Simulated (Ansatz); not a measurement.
The starting structures come from a database of crystals and need not be the phases stable at ambient conditions.

Here is the system:

```yaml
crystal:
  lattice:
    - [6.68107, 0.00000, 0.00000]
    - [-2.22702, 6.29897, 0.00000]
    - [2.22702, 3.14949, 5.45507]
  atoms:
    - { symbol: V, position: [0.00000, 0.00000, 0.00000] }
    - { symbol: Tl, position: [0.50000, 0.50000, 0.00000] }
    - { symbol: Tl, position: [0.00000, 0.50000, 0.50000] }
    - { symbol: Tl, position: [0.50000, 0.00000, 0.50000] }
    - { symbol: Se, position: [0.34276, 0.34276, 0.65724] }
    - { symbol: Se, position: [0.65724, 0.00000, 0.00000] }
    - { symbol: Se, position: [0.00000, 0.00000, 0.34276] }
    - { symbol: Se, position: [0.00000, 0.65724, 0.00000] }
```

Space group of this cell: I-43m. The cell was relaxed by PBE-D3(BJ); by r2SCAN its mean pressure is 0.8 GPa.

Transport runs along the normal of the first two printed cell vectors, the (110) plane of the conventional cell.

The gap is the functional's own, uncorrected, and κ follows it; spin-orbit coupling is left out. Mid-gap values are interpolated between the computed energies.

Problem. Compute, with r2SCAN run with Ansatz (a program for electronic structure), the band gap and the smallest decay constant κ at mid-gap.

Solution. Gap 1.72 eV on a 6×6×6 mesh; κ = 0.237 1/Å, at the zone centre.
